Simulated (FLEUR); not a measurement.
Input and output of a self-consistent single point for BaP₄Pd₂ (I4/mmm, 7 atoms in the cell) (FLEUR).

Level of theory: LDA (Perdew-Zunger), all-electron FLAPW (FLEUR), scalar-relativistic valence in FLEUR.

The change in words: lattice scaled by 0.98. Reference geometry:
```
Ba(P2Pd)2
1.0
   -3.42191     3.42191     2.98690
    3.42191    -3.42191     2.98690
    3.42191     3.42191    -2.98690
Ba P Pd
1 4 2
Cartesian
  0.00000   0.00000   0.00000
  3.42191   1.87391   0.00000
  0.00000   1.54800   2.98690
  1.54800   0.00000   2.98690
  1.87391   3.42191   0.00000
  0.00000   3.42191   1.49345
  3.42191   0.00000   1.49345
```

Reference input (self-consistent single point, DFT, LDA (Perdew-Zunger), all-electron FLAPW (FLEUR), scalar-relativistic valence): Kmax = 4.5 1/bohr; GmaxXC = 18 1/bohr; xcFunctional = pz; jspins = 1; l_soc = F; mode = hist; fermiSmearingEnergy = 0.00499791 Htr; mesh (inpgen div1-3) = 6 6 6; inpgen gamma flag = true; Gmax = 18 1/bohr; numbands = 0; maxIterBroyd = 25. This run's input differs from it in these lines:

```diff
@@ -3,6 +3,6 @@
 &input film=f /
--0.6017212745 0.6017212745 0.5252266326
-0.6017212745 -0.6017212745 0.5252266326
-0.6017212745 0.6017212745 -0.5252266326
-10.7466247196
+-0.6017212901 0.6017212901 0.5252265969
+0.6017212901 -0.6017212901 0.5252265969
+0.6017212901 0.6017212901 -0.5252265969
+10.5316925808
 1.0 1.0 1.0
@@ -49,5 +49,5 @@
          <bravaisMatrix>
-            <row-1>   -6.4664727228509173     6.4664727228509173     5.6444135132914273</row-1>
-            <row-2>    6.4664727228509173    -6.4664727228509173     5.6444135132914273</row-2>
-            <row-3>    6.4664727228509173     6.4664727228509173    -5.6444135132914273</row-3>
+            <row-1>   -6.3371436466555737     6.3371436466555737     5.5315250538105616</row-1>
+            <row-2>    6.3371436466555737    -6.3371436466555737     5.5315250538105616</row-2>
+            <row-3>    6.3371436466555737     6.3371436466555737    -5.5315250538105616</row-3>
          </bravaisMatrix>
```

Log, with long lists cut:

```
 Iteration:     1   Distance:      12.18417709 me/bohr^3
 Iteration:     2   Distance:       9.54067581 me/bohr^3
 Iteration:     3   Distance:       5.55761704 me/bohr^3
 Iteration:     4   Distance:       4.32803443 me/bohr^3
 Iteration:     5   Distance:       1.32977191 me/bohr^3
   [... 9 lines left out ...]
 Iteration:    15   Distance:       0.00016364 me/bohr^3
 Iteration:    16   Distance:       0.00003453 me/bohr^3
 Iteration:    17   Distance:       0.00003680 me/bohr^3
 Iteration:    18   Distance:       0.00000207 me/bohr^3
 Reset of history
 Run finished successfully
 Stop message:
   Structural relaxation: new displacements generated

[file out, last iteration]
             iter=     19
[...]
          total density-effective poten   -3.2343075742E+04
          total charge density-energy d   -5.5952811867E+02
 Updated energy parameters for spin:           1
[...]
 fermi energy and band-weighting factors:

[...]
FERMIE:
          first approx. to ef    (T=0)  :   0.378948 htr   (energy of the highest occ. eigenvalue)
          number of occ. states  (T=0)  :        931
          first approx. to seigv (T=0)  : -12.061381 htr
          sum of weights of occ. states :  31.032407
          sum of semicore charge        :   0.000000 e
FERHIS:  Fermi-Energy by histogram:
          bandgap                     :   0.004491 htr
   [... lines left out ...]
          charge neutrality (T=0)     :   0.064815    (zero if the highest occ. eigenvalue is "entirely" occupied)
     EF_NEWTON:  Adjust Fermi-Energy by Newton-Method.
 Direct bandgap for spin            1 :    1.1868642679006780E-002  Htr
 ---->    free energy=                    -19582.0364331306 htr
   [... lines left out ...]
 TOTAL FORCE FOR ATOM TYPE=  1  X=  0.000   Y=  0.000   Z=  0.000
                       FX_TOT= 0.000000 FY_TOT= 0.000000 FZ_TOT= 0.000000
 TOTAL FORCE FOR ATOM TYPE=  2  X=  0.000   Y= -2.867   Z=  5.532
                       FX_TOT= 0.000000 FY_TOT=-0.011733 FZ_TOT= 0.000000
 TOTAL FORCE FOR ATOM TYPE=  3  X=  6.337   Y=  0.000   Z= -2.766
                       FX_TOT= 0.000000 FY_TOT= 0.000000 FZ_TOT= 0.000000
```

The run converged in 18 iterations. FLEUR gives forces in its relaxation mode, with a further iteration, so its stop message speaks of a relaxation. Against the reference run the free energy drops by 12.5 meV/atom and the largest force goes from 0.445 to 0.603 eV/Å.

The starting cell comes from a database of computed structures (which also holds hypothetical and non-ambient phases and stackings), without a prior relaxation at this level. For this run, on top of that: lattice scaled by 0.98. Spin polarisation is off. Values depend on the basis (sphere radii, cutoffs, local orbitals), which need not be converged. The log's line on a gap gives a spacing of levels on this mesh, which the program prints for metals too.

Cost on one core of a shared machine: roughly 5 min.
